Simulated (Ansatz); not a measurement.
CrCl3 (R-3, No. 148; cell taken from a computed entry) was calculated with LDA in Ansatz (plane waves, PAW).

Run with plane-wave cutoff 520 eV, 8×8×8 k mesh, Fermi–Dirac smearing 0.01 eV, spin-polarised start, scalar-relativistic PAW data made under PBE.

Cell (relaxed with PBEsol):

```
CELL_PARAMETERS angstrom
      2.96694     1.71297     6.16861
     -2.96694     1.71297     6.16861
      0.00000    -3.42593     6.16861
ATOMIC_POSITIONS crystal
  Cr 0.33336 0.33336 0.33336
  Cr 0.66664 0.66664 0.66664
  Cl 0.71482 0.07117 0.42788
  Cl 0.28518 0.92883 0.57212
  Cl 0.42788 0.71482 0.07117
  Cl 0.57212 0.28518 0.92883
  Cl 0.07117 0.42788 0.71482
  Cl 0.92883 0.57212 0.28518
```

Task: What does this level give for the band gap, smallest direct gap on the k points sampled and direct gap at Γ?

Result: 
- band gap: 1.47 eV (indirect)
- smallest direct gap on the k points sampled: 1.52 eV
- direct gap at Γ: 1.85 eV

Note: the magnetic order was assumed, not searched for or taken from measurement; cell and atoms aren't relaxed at this level (largest force component 0.20 eV/Å, pressure -2.5 GPa); this cell isn't known to be the ambient phase, and symmetry holds it in the calculation.

The computed numbers hold no vibrational or temperature effects.

It cost about 4 core-minutes (a rough figure) of CPU time.

Ansatz is a first-principles code.
